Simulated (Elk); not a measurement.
A self-consistent single point of Sr2CdAu3 (Cm, 6 atoms in the cell) with Elk

Computed with LDA (PW92), all-electron FP-LAPW, Elk's shipped species files, default APW+lo basis (Elk).

Input:

```
tasks
  0

rmtscf
  0.9

stype
  0

swidth
  0.00183747

maxscl
  100

scale
  11.55326365

avec
    0.9171073397   -0.3986403486    0.0000000000
    0.9171073397    0.3986403486    0.0000000000
   -0.8374617729    0.0000000000    0.9356897950

atoms
  3
  'Sr.in'
  2
  0.5444500000  0.5444500000  0.8004200000    0.0 0.0 0.0
  0.4542600000  0.4542600000  0.2049900000    0.0 0.0 0.0
  'Cd.in'
  1
  0.1659000000  0.1659000000  0.6015600000    0.0 0.0 0.0
  'Au.in'
  3
  0.8418300000  0.8418300000  0.3908400000    0.0 0.0 0.0
  0.8325800000  0.8325800000  0.7922200000    0.0 0.0 0.0
  0.1609900000  0.1609900000  0.2099600000    0.0 0.0 0.0

ngridk
  4 4 3
```

Output, abridged:

```
│ Elk code version 10.2.4 │

All units are atomic (Hartree, Bohr, etc.)

│ Ground-state run starting from atomic densities │

Lattice vectors :
   10.59558289      -4.605597049       0.000000000
   10.59558289       4.605597049       0.000000000
  -9.675416659       0.000000000       10.81027090

Unit cell volume      :    1055.060501
Brillouin zone volume :   0.2351052032

Muffin-tin inner radius fraction :   0.1000000000E-01

Nuclei treated as point charges

Species :    1 (Sr)
 parameters loaded from : Sr.in
 name : strontium
 nuclear charge    :   -38.00000000
 electronic charge :    38.00000000
 atomic mass :    159721.4890
 muffin-tin radius :    2.340000000
 number of radial points in muffin-tin :    597
 atomic positions (lattice), magnetic fields (Cartesian) :
   1 :   0.37855000  0.37855000  0.19886000    0.00000000  0.00000000  0.00000000
   2 :   0.28836000  0.28836000  0.60343000    0.00000000  0.00000000  0.00000000

Species :    2 (Cd)
 parameters loaded from : Cd.in
 name : cadmium
 nuclear charge    :   -48.00000000
 electronic charge :    48.00000000
 atomic mass :    204912.7175
 muffin-tin radius :    2.340000000
 number of radial points in muffin-tin :    597
 atomic positions (lattice), magnetic fields (Cartesian) :
   1 :   0.00000000  0.00000000  0.00000000    0.00000000  0.00000000  0.00000000

Species :    3 (Au)
 parameters loaded from : Au.in
 name : gold
 nuclear charge    :   -79.00000000
 electronic charge :    79.00000000
 atomic mass :    359048.0559
 muffin-tin radius :    2.520000000
 number of radial points in muffin-tin :    697
 atomic positions (lattice), magnetic fields (Cartesian) :
   1 :   0.67593000  0.67593000  0.78928000    0.00000000  0.00000000  0.00000000
   2 :   0.66668000  0.66668000  0.19066000    0.00000000  0.00000000  0.00000000
   3 :   0.99509000  0.99509000  0.60840000    0.00000000  0.00000000  0.00000000

Total number of atoms per unit cell :    6

   [... lines left out ...]
Maximum |G| for potential and density :    12.00000000
 potential will be trimmed for |G| > 2 gkmax
Constant for pseudocharge density :    8
Radial integration step length :    4

G-vector grid sizes :     45    45    56
Number of G-vectors :    30819

Maximum angular momentum used for
 APW functions                      :    8
 outer part of muffin-tin           :    6
 inner part of muffin-tin           :    1

Total nuclear charge    :   -361.0000000
Total core charge       :    230.0000000
Total valence charge    :    131.0000000
Total excess charge     :    0.000000000
Total electronic charge :    361.0000000

Effective Wigner radius, rₛ :   0.8869392025

Number of empty states         :   24
Total number of valence states :   90
Total number of core states    :  230

Total number of local-orbitals :  126

Exchange-correlation functional :      3     0     0
 Perdew-Wang/Ceperley-Alder, Phys. Rev. B 45, 13244 (1992)
 gradient requirement :    0
 local density approximation (LDA)

Smearing type :    0
 Gaussian
Smearing width :   0.1837470000E-02
Effective electronic temperature (K) :    580.2271348

Mixing type :    3
 Broyden mixing, J. Phys. A: Math. Gen. 17, L317 (1984)

Kohn-Sham potential initialised from atomic data
│ Self-consistent loop started │
│ Loop number : 1 │
 total energy                :     -69000.4767495
│ Loop number : 2 │
 total energy                :     -69003.4694758
RMS change in Kohn-Sham potential (target) :   0.2362053506     (  0.1000000000E-05)
Absolute change in total energy (target)   :    2.992726383     (  0.1000000000E-03)
│ Loop number : 3 │
 total energy                :     -69026.1346749
RMS change in Kohn-Sham potential (target) :   0.1548026669     (  0.1000000000E-05)
Absolute change in total energy (target)   :    23.41338069     (  0.1000000000E-03)
│ Loop number : 4 │
 total energy                :     -69038.1014985
RMS change in Kohn-Sham potential (target) :   0.1055987920     (  0.1000000000E-05)
Absolute change in total energy (target)   :    17.82016877     (  0.1000000000E-03)
│ Loop number : 5 │
 total energy                :     -69045.3822613
RMS change in Kohn-Sham potential (target) :   0.6738958146E-01 (  0.1000000000E-05)
Absolute change in total energy (target)   :    11.73580500     (  0.1000000000E-03)
   [... lines left out ...]
Absolute change in total energy (target)   :   0.2013538856E-01 (  0.1000000000E-03)
│ Loop number : 13 │
 total energy                :     -69055.6332243
RMS change in Kohn-Sham potential (target) :   0.8131590463E-05 (  0.1000000000E-05)
Absolute change in total energy (target)   :   0.9621544756E-02 (  0.1000000000E-03)
│ Loop number : 14 │
 total energy                :     -69055.6351886
RMS change in Kohn-Sham potential (target) :   0.2072430275E-05 (  0.1000000000E-05)
Absolute change in total energy (target)   :   0.4410591500E-03 (  0.1000000000E-03)
│ Loop number : 15 │
 total energy                :     -69055.6354575
RMS change in Kohn-Sham potential (target) :   0.4851158559E-06 (  0.1000000000E-05)
Absolute change in total energy (target)   :   0.1585474238E-03 (  0.1000000000E-03)
│ Loop number : 16 │
 total energy                :     -69055.6354275
RMS change in Kohn-Sham potential (target) :   0.2192064973E-06 (  0.1000000000E-05)
Absolute change in total energy (target)   :   0.9726238204E-05 (  0.1000000000E-03)
Convergence targets achieved

│ Loop number : 17 │

Energies :
 Fermi                       :     0.232155870214
 sum of eigenvalues          :     -42243.7164078
 electron kinetic            :      78008.5180222
 core electron kinetic       :      75071.5696859
 Coulomb                     :     -145646.838361
 Coulomb potential           :     -118371.337939
 nuclear-nuclear             :     -4855.91544520
 electron-nuclear            :     -163210.507891
 Hartree                     :      22419.5849760
 Madelung                    :     -86461.1693909
 xc potential                :     -1880.89649062
 exchange                    :     -1380.95746992
 correlation                 :     -36.3576428674
 total energy                :     -69055.6354512

Density of states at Fermi energy :    128.8374861
 (states/Hartree/unit cell)

Estimated indirect band gap :   0.1567261379E-02
 from k-point     22 to k-point      7
Estimated direct band gap   :   0.1018110539E-01
 at k-point     12

Charges :
 core                        :    230.0000000
 valence                     :    131.0000000
 interstitial                :    11.48279708
 muffin-tins (core leakage)
  species :    1 (Sr)
   atom    1                 :    35.52549007     (  0.1395280041E-03)
   atom    2                 :    35.52858530     (  0.1395942349E-03)
  species :    2 (Cd)
   atom    1                 :    46.10054981     (  0.9788700222E-03)
  species :    3 (Au)
   atom    1                 :    77.44767007     (  0.4380198065E-03)
   atom    2                 :    77.46181545     (  0.4380372938E-03)
   atom    3                 :    77.45309222     (  0.4380961794E-03)
 total in muffin-tins        :    349.5172029
 total calculated charge     :    360.9919299
 total charge                :    361.0000000
 error                       :   0.8070084914E-02

│ Self-consistent loop stopped │
```

The run converged in 17 iterations. The count includes the last loop, which Elk runs after its targets are met.

The starting cell comes from a database of computed structures (which also holds hypothetical and non-ambient phases and stackings), without a prior relaxation at this level. Its lattice was rescaled by a random factor within 2.5 % of one. Spin-orbit coupling is off. Values depend on the basis (sphere radii, cutoffs, local orbitals), which need not be converged. The log's line on a gap gives a spacing of levels on this mesh, which the program prints for metals too.

Cost on one core of a shared machine: roughly 90 s.
